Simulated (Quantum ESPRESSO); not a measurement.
Quantum ESPRESSO run on Mo (Im-3m, 1 atom in the cell): self-consistent single point.

Computed with LDA (PZ), GBRV 1.5 ultrasoft (LDA) pseudopotentials (plane waves; Quantum ESPRESSO).

```
CELL_PARAMETERS angstrom
      1.56713     1.56713     1.56713
     -1.56713     1.56713     1.56713
     -1.56713    -1.56713     1.56713
ATOMIC_POSITIONS crystal
  Mo 0.00000 0.00000 0.00000
```

Reference input (self-consistent single point, DFT, LDA (PZ), plane waves, GBRV 1.5 ultrasoft (LDA) pseudopotentials): ecutwfc = 40 Ry; ecutrho = 320 Ry; occupations = smearing; smearing = fermi-dirac; degauss = 0.0073499 Ry; potentials = {Mo: mo_lda_v1.uspp.F.UPF}; K_POINTS = automatic 15 15 15 0 0 0; conv_thr = 1e-09 Ry. This run's input differs from it in these lines:

```diff
@@ -16,4 +16,4 @@
  occupations = 'smearing'
- smearing = 'fermi-dirac'
- degauss = 0.0073499
+ smearing = 'methfessel-paxton'
+ degauss = 0.036749
 /
@@ -27,3 +27,3 @@
 K_POINTS {automatic}
-15 15 15  0 0 0
+24 24 24  0 0 0
```

The program printed (abridged):

```
     Self-consistent Calculation

     iteration #  1     ecut=    40.00 Ry     beta= 0.70

     Threshold (ethr) on eigenvalues was too large:
     Diagonalizing with lowered threshold

     negative rho (up, down):  5.800E-05 0.000E+00

     total energy              =    -139.48685911 Ry
     estimated scf accuracy    <       0.03823107 Ry

     iteration #  2     ecut=    40.00 Ry     beta= 0.70

     negative rho (up, down):  5.284E-05 0.000E+00

     total energy              =    -139.49719577 Ry
     estimated scf accuracy    <       0.00412588 Ry

     iteration #  3     ecut=    40.00 Ry     beta= 0.70

     negative rho (up, down):  5.267E-05 0.000E+00

     total energy              =    -139.49786939 Ry
     estimated scf accuracy    <       0.00006476 Ry

   [... 2 blocks of this kind left out ...]

     iteration #  6     ecut=    40.00 Ry     beta= 0.70

     negative rho (up, down):  5.292E-05 0.000E+00

     total energy              =    -139.49788088 Ry
     estimated scf accuracy    <          2.1E-09 Ry

     iteration #  7     ecut=    40.00 Ry     beta= 0.70

     negative rho (up, down):  5.292E-05 0.000E+00
     End of self-consistent calculation

     Number of k-points >= 100: set verbosity='high' to print the bands.

     the Fermi energy is    21.4920 ev

!    total energy              =    -139.49788088 Ry
     estimated scf accuracy    <          2.2E-11 Ry
     smearing contrib. (-TS)   =       0.00037470 Ry
     internal energy E=F+TS    =    -139.49825558 Ry

     convergence has been achieved in   7 iterations

     negative rho (up, down):  5.292E-05 0.000E+00

     Forces acting on atoms (cartesian axes, Ry/au):

     atom    1 type  1   force =     0.00000000    0.00000000    0.00000000

     Total force =     0.000000     Total SCF correction =     0.000000

     negative rho (up, down):  5.292E-05 0.000E+00
          total   stress  (Ry/bohr**3)                   (kbar)     P=      -64.19
  -0.00043639  -0.00000000   0.00000000          -64.19       -0.00        0.00
  -0.00000000  -0.00043639  -0.00000000           -0.00      -64.19       -0.00
   0.00000000  -0.00000000  -0.00043639            0.00       -0.00      -64.19

   JOB DONE.
```

The run converged in 7 iterations. Against the reference run the free energy rises by 9.5 meV/atom and the pressure goes from -6.13 to -6.42 GPa.

The starting cell has typed, rounded lattice constants, without a prior relaxation at this level. Its lattice was rescaled by up to half a per cent. Spin polarisation is off. With a pressure of about -6 GPa the cell is away from its equilibrium volume at this level.
